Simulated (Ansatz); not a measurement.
Here is the system:

```
CELL_PARAMETERS angstrom
     -2.75061     2.75061     4.30269
      2.75061    -2.75061     4.30269
      2.75061     2.75061    -4.30269
ATOMIC_POSITIONS crystal
  Si 0.75000 0.25000 0.50000
  Si 0.00000 0.00000 0.00000
  S  0.10024 0.12500 0.47524
  S  0.87500 0.35024 0.97524
  S  0.64976 0.62500 0.52476
  S  0.37500 0.89976 0.02476
```

Method: PBEsol, rigid bands (plane waves, PAW, scalar-relativistic; Ansatz, a program for electronic structure). How the cell was made: cell and atoms relaxed with PBEsol.

**Question.** What conductivity effective mass do dilute electrons have at 300 K?

**Answer.** 0.63 (x), 0.63 (y), 0.38 (z) mₑ.

**Question.** Predict the hole conductivity mass (n e² τ/σ) at 300 K, by direction if it differs.

**Answer.** 1.25 (x), 1.25 (y), 1.28 (z) mₑ.

**Question.** And the band gap?

**Answer.** 2.90 eV at this level; semilocal functionals usually fall short of the measured gap.

Rigid bands, one relaxation time for all states, no polarons. Spin-orbit coupling is left out; where it splits the top of the valence band it changes the hole mass and lowers the gap by about a third of the splitting.

Formula and space group known from diffraction (Crystallography Open Database), not checked to be the room-temperature form: SiS2 (I-42d).
